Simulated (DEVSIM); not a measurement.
Structure: Mo/La2O3/p-In0.53Ga0.47As capacitor, at 400 K.

Layer 1 from the left is La2O3, thickness (nm) 14.0. Layer 2 from the left is In0.53Ga0.47As, thickness (nm) 12000, Na (cm⁻³) 2.3e15.

Metal gate on the left, work function 4.6 eV. Fixed charge at the semiconductor interface 0 cm⁻² (in units of +e); interface traps 4.8e11 cm⁻² eV⁻¹, uniform in energy, neutral level at 0.5 of the gap above the valence band.

The device is made up for the run: typed textbook-type constants, with dimensions and the other settings drawn at random. Values at 300 K; Nc and Nv go as T^1.5, mobilities as T to minus their exponent, the gap by Varshni's rule with the affinity fixed.

La2O3: gap (eV) 5.8, affinity (eV) 1.8, permittivity 27. In0.53Ga0.47As: gap (eV) 0.74, affinity (eV) 4.51, permittivity 13.9, Nc (cm⁻³) 2.1e17, Nv (cm⁻³) 7.7e18, Varshni α (eV/K) 0.00035, Varshni β (K) 190.

Simulated with DEVSIM: 1D Poisson equation in equilibrium, Boltzmann statistics, complete ionisation; no quantum confinement or tunnelling. Metal contacts follow the ideal Schottky-Mott rule: no Fermi-level pinning, no interface dipoles.

Problem. What does the simulation give for the threshold voltage (band bending 2φF), the minimum of the low-frequency capacitance?

Solution. threshold voltage (band bending 2φF) -0.06 V; minimum of the low-frequency capacitance 0.114 μF/cm².
